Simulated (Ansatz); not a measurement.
Consider NaCl in the rock salt structure (space group Fm-3m, No. 225; a = 5.601 Å). Axes: x, y, z lie along the cube axes.

The values are results of PBEsol in Ansatz (plane waves to 420 eV, PAW, no spin-orbit coupling), not measurements.

Strains are applied to the cell and any free atomic positions relax; under biaxial strain the out-of-plane vector relaxes too.

One change was made to it. Results:

| quantity | base | after |
|---|---|---|
| band gap | 5.01 eV | 4.86 eV |
| valence-band top at Γ (three highest levels, from the VBM) | 0.00, 0.00, 0.00 eV | 0.00, 0.00, -0.03 eV |

Task: Which change produced these results?
A. biaxial strain +1.50 %, plane normal [001], relaxed out of plane
B. biaxial strain −1.50 %, plane normal [001], relaxed out of plane
C. biaxial strain +2.50 %, plane normal [001], relaxed out of plane

Result: C, biaxial strain +2.50 %, plane normal [001], relaxed out of plane. For comparison, the band gap in the other runs: biaxial strain −1.50 %, plane normal [001], relaxed out of plane gives 5.09 eV; biaxial strain +1.50 %, plane normal [001], relaxed out of plane gives 4.92 eV.

No phonon test of stability was made.

Ansatz is a program for electronic structure.
